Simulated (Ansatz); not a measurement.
## Ti: response to strain

Consider Ti in the hcp (Mg type) structure (space group P6_3/mmc, No. 194; a = 2.9359 Å, c = 4.6366 Å). Axes: x lies along a and z along c of the hexagonal cell.

Strains are applied to the cell and any free atomic positions relax.

Method: Kohn–Sham DFT with the r2SCAN functional, run in Ansatz (a program for electronic structure) with PAW and 500 eV plane waves, no SOC.

Candidates:
(a) uniaxial strain ε_zz = −1.03 %
(b) isotropic strain −1.02 %
(c) isotropic strain +4.31 %
(d) uniaxial strain ε_zz = +0.44 %

Notes on the quantities. energy relative to the base: free energy F.

Question: Order them by energy relative to the base, lowest first.

Answer: (d) uniaxial strain ε_zz = +0.44 % (+0.2 meV/atom), (a) uniaxial strain ε_zz = −1.03 % (+1.1 meV/atom), (b) isotropic strain −1.02 % (+6.1 meV/atom), (c) isotropic strain +4.31 % (+95 meV/atom)

Without a gap, meshes like the base's 18×18×10 leave anisotropic stresses uncertain by several tenths of a GPa, and small strain energies with them. Whether these cells are dynamically stable was not tested. All final runs are without spin polarisation.
